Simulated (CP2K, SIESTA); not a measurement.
A SIESTA input for a self-consistent single point of Be5Co (P1, 6 atoms in the cell) (DFT, LDA PW92, numerical atomic orbitals DZP, PseudoDojo LDA standard norm-conserving potentials (rewritten from UPF to PSML)):

```
# files in the folder: Be.psml Co.psml (PseudoDojo LDA standard)
SystemName  Be5Co
SystemLabel Be5Co

NumberOfAtoms                6
NumberOfSpecies              2
%block ChemicalSpeciesLabel
  1 4 Be
  2 27 Co
%endblock ChemicalSpeciesLabel
LatticeConstant              1.0 Ang
%block LatticeVectors
     0.000000000    2.883925000    2.883925000
     2.883925000    0.000000000    2.883925000
     2.883925000    2.883925000    0.000000000
%endblock LatticeVectors
AtomicCoordinatesFormat      Ang
%block AtomicCoordinatesAndAtomicSpecies
     1.473394399    1.431799548    1.487733274  1
     2.168904823    2.149614249    3.609390753  1
     2.136936514    3.637099505    2.153798824  1
     3.583643071    3.594829816    3.545067690  1
     3.561543554    2.173002880    2.179751265  1
     0.053243023   -0.008683498    0.001917810  2
%endblock AtomicCoordinatesAndAtomicSpecies

XC.functional                LDA
XC.authors                   PW92
PAO.BasisSize                DZP
PAO.EnergyShift              0.005 Ry
PAO.Polarization.NonPerturbative true
MeshCutoff                   300 Ry
%block kgrid.MonkhorstPack
    8   0   0  0.0
    0   8   0  0.0
    0   0   8  0.0
%endblock kgrid.MonkhorstPack
OccupationFunction           FD
ElectronicTemperature        100.0 meV

MaxSCFIterations             150
SCF.Mixer.Method             Pulay
SCF.Mixer.Weight             0.2
SCF.Mixer.History            8
SCF.DM.Tolerance             1.0E-04
Diag.ParallelOverK           true
WriteForces                  true
Charge.Mulliken              end
```

Write the same calculation as an input for CP2K.

One input that does it (others would too):

```
&GLOBAL
  PROJECT be5co
  RUN_TYPE ENERGY_FORCE
  PRINT_LEVEL LOW
&END GLOBAL
&FORCE_EVAL
  METHOD Quickstep
  STRESS_TENSOR ANALYTICAL
  &DFT
    BASIS_SET_FILE_NAME BASIS_MOLOPT
    POTENTIAL_FILE_NAME GTH_POTENTIALS
    &QS
      METHOD GPW
      EPS_DEFAULT 1E-10
    &END QS
    &MGRID
      CUTOFF 600
      REL_CUTOFF 40
      NGRIDS 5
    &END MGRID
    &SCF
      SCF_GUESS ATOMIC
      EPS_SCF 1E-6
      MAX_SCF 100
      ADDED_MOS 7
      &DIAGONALIZATION
        ALGORITHM STANDARD
      &END DIAGONALIZATION
      &MIXING
        METHOD BROYDEN_MIXING
        ALPHA 0.3
        NBUFFER 12
        BETA 1.5
      &END MIXING
      &SMEAR ON
        METHOD FERMI_DIRAC
        ELECTRONIC_TEMPERATURE [K] 1160.45
      &END SMEAR
    &END SCF
    &KPOINTS
      SCHEME MONKHORST-PACK 8 8 8
      GAMMA_CENTERED T
    &END KPOINTS
    &XC
      &XC_FUNCTIONAL PADE
      &END XC_FUNCTIONAL
    &END XC
    &PRINT
      &MO
        EIGENVALUES T
        OCCUPATION_NUMBERS T
        NDIGITS 8
        FILENAME mo
        &EACH
          QS_SCF 0
        &END EACH
        ADD_LAST NUMERIC
      &END MO
      &MULLIKEN OFF
      &END MULLIKEN
    &END PRINT
  &END DFT
  &SUBSYS
    &CELL
      ABC 4.07848600 4.07848558 4.07848596
      ALPHA_BETA_GAMMA 60.00000549 59.99999967 59.99999659
      PERIODIC XYZ
    &END CELL
    &COORD
      SCALED
      Be       0.25072400     0.26514700     0.24575200
      Be       0.62243300     0.62912200     0.12294500
      Be       0.63350500     0.11332400     0.62765800
      Be       0.61656500     0.61268600     0.62994100
      Be       0.13717600     0.61865200     0.61631200
      Co      -0.01040400     0.01106900     0.00739300
    &END COORD
    &KIND Be
      BASIS_SET DZVP-MOLOPT-SR-GTH-q4
      POTENTIAL GTH-PADE-q4
    &END KIND
    &KIND Co
      BASIS_SET DZVP-MOLOPT-SR-GTH-q17
      POTENTIAL GTH-PADE-q17
    &END KIND
  &END SUBSYS
  &PRINT
    &FORCES ON
    &END FORCES
    &STRESS_TENSOR ON
    &END STRESS_TENSOR
  &END PRINT
&END FORCE_EVAL
```

Basis settings and potentials, where a program has them, do not carry over. This input uses DFT LDA (Pade form), GPW, DZVP-MOLOPT-SR-GTH basis, GTH-PADE potentials (GTH_POTENTIALS). LDA parametrisations can differ slightly between programs.

The starting cell comes from a database of computed structures (which also holds hypothetical and non-ambient phases and stackings), without a prior relaxation at this level. For this run, on top of that: atoms moved at random.
